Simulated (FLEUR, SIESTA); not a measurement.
A FLEUR input for a self-consistent single point of VN (Fm-3m, 2 atoms in the cell) (DFT, LDA (Perdew-Zunger), all-electron FLAPW (FLEUR), scalar-relativistic valence):

Input of the input generator:

```
VN
&input film=f /
0.0000000000 2.0851520000 2.0851520000
2.0851520000 0.0000000000 2.0851520000
2.0851520000 2.0851520000 0.0000000000
1.8897261246
1.0 1.0 1.0

2
23 0.0000000000 0.0000000000 0.0000000000
7 0.5000000000 0.5000000000 0.5000000000

&comp jspins=1 /
&exco xctyp='pz' /
&kpt div1=11 div2=11 div3=11 /
&end /
```

```xml
<?xml version="1.0" encoding="UTF-8" standalone="no"?>
<fleurInput fleurInputVersion="0.39">
   <comment>
      VN                                                                                                  
   </comment>
   <calculationSetup>
      <cutoffs Kmax="4.0" Gmax="20.0" GmaxXC="20.0" numbands="0"/>
      <scfLoop itmax="100" minDistance="0.00001" maxIterBroyd="15" imix="Anderson" alpha="0.05" precondParam="0.0" spinf="2.0"/>
      <coreElectrons ctail="T" frcor="F" kcrel="0" coretail_lmax="0"/>
      <xcFunctional name="pz" relativisticCorrections="F"/>
      <magnetism jspins="1"/>
      <soc l_soc="F" theta="0.0" phi="0.0" spav="F"/>
      <expertModes spex="0" secvar="F"/>
      <geometryOptimization l_f="T" forcealpha="1.0" forcemix="BFGS" epsdisp="0.00001" epsforce="0.00001"/>
      <ldaU l_linMix="F" mixParam="0.05" spinf="1.0"/>
   </calculationSetup>
   <cell>
      <bzIntegration valenceElectrons="18.0" mode="gauss" fermiSmearingEnergy="0.00734986">
         <kPointListSelection listName="default-1"/>
         <!-- k-points included here -->
         <xi:include xmlns:xi="http://www.w3.org/2001/XInclude" href="kpts.xml"> </xi:include>
      </bzIntegration>
      <!-- symmetry operations included here -->
      <xi:include xmlns:xi="http://www.w3.org/2001/XInclude" href="sym.xml"> </xi:include>
      <bulkLattice scale="1.0">
         <bravaisMatrix>
            <row-1>    0.0000000000000000     3.9403662081619388     3.9403662081619388</row-1>
            <row-2>    3.9403662081619388     0.0000000000000000     3.9403662081619388</row-2>
            <row-3>    3.9403662081619388     3.9403662081619388     0.0000000000000000</row-3>
         </bravaisMatrix>
      </bulkLattice>
   </cell>
   <atomSpecies>
      <species name="Vanadium (V)" element="V" atomicNumber="23">
         <mtSphere radius="2.06" gridPoints="685" logIncrement="0.017"/>
         <atomicCutoffs lmax="6" lnonsphr="4"/>
         <electronConfig flipSpins="F">
            <coreConfig>(1s1/2) (2s1/2) (2p1/2) (2p3/2)</coreConfig>
            <valenceConfig>(3s1/2) (3p1/2) (3p3/2) (4s1/2) (3d3/2) (3d5/2)</valenceConfig>
            <stateOccupation state="(3d3/2)" spinUp="0.6" spinDown="0.6"/>
            <stateOccupation state="(3d5/2)" spinUp="0.9" spinDown="0.9"/>
         </electronConfig>
         <energyParameters s="4" p="4" d="3" f="4"/>
         <lo type="SCLO" l="0" n="3" eDeriv="0"/>
         <lo type="SCLO" l="1" n="3" eDeriv="0"/>
         <lo type="SCLO" l="1" n="3" eDeriv="1"/>
         <lo type="SCLO" l="2" n="3" eDeriv="2"/>
         <lo type="SCLO" l="3" n="4" eDeriv="2"/>
      </species>
      <species name="Nitrogen (N)" element="N" atomicNumber="7">
         <mtSphere radius="1.58" gridPoints="523" logIncrement="0.02"/>
         <atomicCutoffs lmax="4" lnonsphr="3"/>
         <electronConfig flipSpins="F">
            <coreConfig>(1s1/2)</coreConfig>
            <valenceConfig>(2s1/2) (2p1/2) (2p3/2)</valenceConfig>
            <stateOccupation state="(2p1/2)" spinUp="0.5" spinDown="0.5"/>
            <stateOccupation state="(2p3/2)" spinUp="1.0" spinDown="1.0"/>
         </electronConfig>
         <energyParameters s="2" p="2" d="3" f="4"/>
         <lo type="SCLO" l="0" n="2" eDeriv="2"/>
         <lo type="SCLO" l="1" n="2" eDeriv="2"/>
         <lo type="SCLO" l="2" n="3" eDeriv="2"/>
      </species>
   </atomSpecies>
   <atomGroups>
      <atomGroup species="Vanadium (V)">
         <relPos label="                   1">.0000000000 .0000000000 .0000000000</relPos>
         <force calculate="T" relaxXYZ="TTT"/>
      </atomGroup>
      <atomGroup species="Nitrogen (N)">
         <relPos label="                   2">1.000/2.000 1.000/2.000 1.000/2.000</relPos>
         <force calculate="T" relaxXYZ="TTT"/>
      </atomGroup>
   </atomGroups>
   <output dos="F" band="F" slice="F">
      <checks vchk="F" cdinf="F"/>
      <bandDOS minEnergy="-.5*Htr" maxEnergy="0.5*Htr" sigma="0.015" storeEVData="T"/>
      <vacuumDOS vacdos="F" integ="F" star="F" nstars="0" locx1="0.0" locy1="0.0" locx2="0.0" locy2="0.0" nstm="0" tworkf="0.0"/>
      <unfoldingBand unfoldBand="F" supercellX="1" supercellY="1" supercellZ="1"/>
      <plotting iplot="0" polar="F">
         <plot TwoD="T" vec1="  1.0  0.0  0.0" vec2="  0.0  1.0  0.0" vec3="  0.0  0.0  1.0" zero="  0.0  0.0  0.0" file="plot"/>
      </plotting>
      <chargeDensitySlicing numkpt="0" minEigenval="0.0" maxEigenval="0.0" nnne="0" pallst="F"/>
      <specialOutput eonly="F"/>
      <magneticCircularDichroism mcd="F" energyLo="-10.0" energyUp="0.0"/>
   </output>
  <!-- We include the file relax.xml here to enable relaxations (see documentation) -->
  <xi:include xmlns:xi="http://www.w3.org/2001/XInclude" href="relax.xml"> <xi:fallback/> </xi:include>
</fleurInput>
```

Problem. Write the same calculation as an input for SIESTA.

Solution. This is the input that was run; spellings and numerical settings could be chosen otherwise.

```
# files in the folder: V.psml N.psml (PseudoDojo LDA standard)
SystemName  VN
SystemLabel VN

NumberOfAtoms                2
NumberOfSpecies              2
%block ChemicalSpeciesLabel
  1 23 V
  2 7 N
%endblock ChemicalSpeciesLabel
LatticeConstant              2.948850 Ang
%block LatticeVectors
     0.000000000    0.707106838    0.707106838
     0.707106838    0.000000000    0.707106838
     0.707106838    0.707106838    0.000000000
%endblock LatticeVectors
AtomicCoordinatesFormat      Fractional
%block AtomicCoordinatesAndAtomicSpecies
     0.000000000    0.000000000    0.000000000  1
     0.500000000    0.500000000    0.500000000  2
%endblock AtomicCoordinatesAndAtomicSpecies

XC.functional                LDA
XC.authors                   PW92
PAO.BasisSize                TZP
PAO.EnergyShift              0.01 Ry
MeshCutoff                   300 Ry
%block kgrid.MonkhorstPack
   11   0   0  0.0
    0  11   0  0.0
    0   0  11  0.0
%endblock kgrid.MonkhorstPack
OccupationFunction           MP
OccupationMPOrder            0
ElectronicTemperature        2320.9 K

MaxSCFIterations             150
SCF.Mixer.Method             Broyden
SCF.Mixer.Weight             0.25
SCF.Mixer.History            6
SCF.DM.Tolerance             1.0E-04
Diag.ParallelOverK           true
WriteForces                  true
Charge.Mulliken              end
```

Basis settings and potentials, where a program has them, do not carry over. This input uses DFT, LDA PW92, numerical atomic orbitals TZP, PseudoDojo LDA standard norm-conserving potentials (rewritten from UPF to PSML). LDA parametrisations can differ slightly between programs.

The starting cell comes from a database of computed structures (which also holds hypothetical and non-ambient phases and stackings), without a prior relaxation at this level. Its lattice was rescaled by a random factor within 2.5 % of one.
